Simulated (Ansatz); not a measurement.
Hypothetical Cc Ga2O3, pressure series

Base system: Ga2O3 (space group Cc, No. 9; a = 9.5489 Å, b = 5.8780 Å, c = 5.2475 Å, α = γ = 90.00°, β = 115.01°; a hypothetical phase, not in the database extracts checked).

Cell and atoms are relaxed at each pressure.

Level of theory: Ansatz (a quantum-chemistry and plane-wave program) PBEsol, without spin-orbit coupling.

Notes on the quantities. enthalpy: H = E + PV relative to the base's energy.

```json
[
 {"change": "base", "enthalpy": "–", "volume per atom": "13.35 Å³", "band gap": "2.42 eV"},
 {"change": "pressure −2 GPa", "enthalpy": "-0.17 eV/atom", "volume per atom": "13.71 Å³", "band gap": "2.36 eV"},
 {"change": "pressure −1 GPa", "enthalpy": "-0.08 eV/atom", "volume per atom": "13.53 Å³", "band gap": "2.39 eV"},
 {"change": "pressure 0.3 GPa", "enthalpy": "+0.02 eV/atom", "volume per atom": "13.29 Å³", "band gap": "2.42 eV"},
 {"change": "pressure 0.7 GPa", "enthalpy": "+0.06 eV/atom", "volume per atom": "13.21 Å³", "band gap": "2.43 eV"},
 {"change": "pressure 1.5 GPa", "enthalpy": "+0.12 eV/atom", "volume per atom": "13.05 Å³", "band gap": "2.44 eV"},
 {"change": "pressure 3 GPa", "enthalpy": "+0.24 eV/atom", "volume per atom": "12.21 Å³", "band gap": "2.70 eV"},
 {"change": "pressure 5 GPa", "enthalpy": "+0.39 eV/atom", "volume per atom": "11.95 Å³", "band gap": "2.74 eV"},
 {"change": "pressure 7.5 GPa", "enthalpy": "+0.57 eV/atom", "volume per atom": "11.64 Å³", "band gap": "2.77 eV"},
 {"change": "pressure 10 GPa", "enthalpy": "+0.75 eV/atom", "volume per atom": "11.36 Å³", "band gap": "2.78 eV"}
]
```

Load acts through the strain it causes; cell and atoms are relaxed under it. Stability against distortions was not tested. Competing high-pressure phases were not computed. Along this pressure series the structure jumps between pressure 1.5 GPa and pressure 3 GPa; cells beyond that are another form of it.
